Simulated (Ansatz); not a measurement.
**MgS in the rock salt structure (space group Fm-3m, No. 225)**

```
CELL_PARAMETERS angstrom
      0.00000     2.60256     2.60256
      2.60256     0.00000     2.60256
      2.60256     2.60256     0.00000
ATOMIC_POSITIONS crystal
  S  0.00000 0.00000 0.00000
  Mg 0.50000 0.50000 0.50000
```

All numbers come from r2SCAN in Ansatz (plane waves to 500 eV, PAW, without spin-orbit coupling), earlier PAW set. Γ-centred 11×11×11 mesh, Fermi–Dirac width 0.05 eV.

| Property | Result |
|---|---|
| Volume per atom | 17.63 Å³ |
| Density | 2.66 g/cm³ |
| Band gap | 3.47 eV, indirect, Γ → X |
| Electron mass | 0.51 mₑ along k, 0.30 mₑ across |
| Hole mass (degenerate bands, along [100]) | 0.28, 0.93, 0.93 mₑ |
| Lowest conduction-band minima above the VBM | X along ⟨100⟩ 3.47 eV; Γ 4.64 eV |
| Total energy | -1417.785 eV/atom (σ→0; compares only within this code and set-up) |

Effective masses come from finite differences of ±0.01 Å⁻¹. Along k means along the line from Γ to the band edge. Whether these cells are dynamically stable was not tested.

Ansatz is an electronic-structure program.
